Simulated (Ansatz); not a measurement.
Consider a 16-atom cell of (Ru,Rh) started in the hexagonal close-packed structure, site fractions Ru 0.875, Rh 0.125, short-range order -0.05 among the nearest mixed sites of the first mixed sublattice (0 is random, a negative value favours unlike neighbours), space group Cm at the end. Its start:

```yaml
crystal:
  lattice:
    - [0.00034, -4.73766, -4.32092]
    - [-0.00034, 4.73766, -4.32092]
    - [5.46868, -0.00039, 4.32092]
  atoms:
    - { symbol: Ru, position: [0.58317, 0.41777, 0.25094] }
    - { symbol: Ru, position: [0.20745, 0.54279, 0.00024] }
    - { symbol: Rh, position: [0.71001, 0.04314, 0.00315] }
    - { symbol: Rh, position: [0.33378, 0.16636, 0.75014] }
    - { symbol: Ru, position: [0.45709, 0.78932, 0.49641] }
    - { symbol: Ru, position: [0.95839, 0.29233, 0.50072] }
    - { symbol: Ru, position: [0.08516, 0.91710, 0.25226] }
    - { symbol: Ru, position: [0.83172, 0.66538, 0.74710] }
    - { symbol: Ru, position: [0.54541, 0.21068, 0.49772] }
    - { symbol: Ru, position: [0.17282, 0.33771, 0.25304] }
    - { symbol: Ru, position: [0.66533, 0.83023, 0.25304] }
    - { symbol: Ru, position: [0.28508, 0.95274, 0.00208] }
    - { symbol: Ru, position: [0.41447, 0.58294, 0.74668] }
    - { symbol: Ru, position: [0.91374, 0.08222, 0.74668] }
    - { symbol: Ru, position: [0.03704, 0.70231, 0.49772] }
    - { symbol: Ru, position: [0.79934, 0.46700, 0.00208] }
```

All values below come from r2SCAN (plane waves to 500 eV, PAW; Ansatz, a program for electronic structure). Scalar-relativistic, without spin–orbit coupling; the runs are not spin-polarised. Its k-point mesh 6×6×6, Fermi–Dirac width 0.05 eV.

Question: Predict the alloy's volume and bond lengths.

Answer: 
| Quantity | Value |
|---|---|
| volume per atom | 13.52 Å³ |
| Ru–Ru bonds (within 1.22 times the sum of covalent radii) | 2.672 Å on average, from 2.623 to 2.716 (73) |
| Rh–Ru bonds (within 1.22 times the sum of covalent radii) | 2.679 Å on average, from 2.642 to 2.720 (22) |
| Rh–Rh bonds (within 1.22 times the sum of covalent radii) | 2.714 Å on average, from 2.714 to 2.714 (1) |
